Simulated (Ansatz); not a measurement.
SiC: pressure series

Start from SiC (space group P6_3mc, No. 186; a = 3.094 Å, c = 10.129 Å).

Cell and atoms are relaxed at each pressure.

Computed with PBE (Ansatz, a first-principles code, PAW, scalar-relativistic without spin-orbit coupling), earlier PAW set.

Two rows of this table had their results exchanged by mistake.

| pressure | volume per atom (Å³) | shortest distance (Å) | band gap |
|---|---|---|---|
| pressure −2 GPa | 10.60 | 1.899 | 2.22 eV |
| pressure −1 GPa | 10.55 | 1.896 | 2.22 eV |
| pressure 0.9 GPa | 10.45 | 1.891 | 2.23 eV |
| pressure 2.1 GPa | 10.40 | 1.887 | 2.23 eV |
| pressure 4.5 GPa | 9.38 | 1.823 | 2.24 eV |
| pressure 9 GPa | 10.10 | 1.869 | 2.23 eV |
| pressure 15 GPa | 9.86 | 1.854 | 2.24 eV |
| pressure 22.5 GPa | 9.61 | 1.838 | 2.24 eV |
| pressure 30 GPa | 10.29 | 1.881 | 2.23 eV |

Q: Which two?

A: The rows for pressure 4.5 GPa and pressure 30 GPa: the volume has to fall steadily with pressure, so 10.29 Å³ belongs to pressure 4.5 GPa and 9.38 Å³ to pressure 30 GPa.

Load acts through the strain it causes; cell and atoms are relaxed under it. Whether these cells are dynamically stable was not tested. No other phases were tried under pressure.
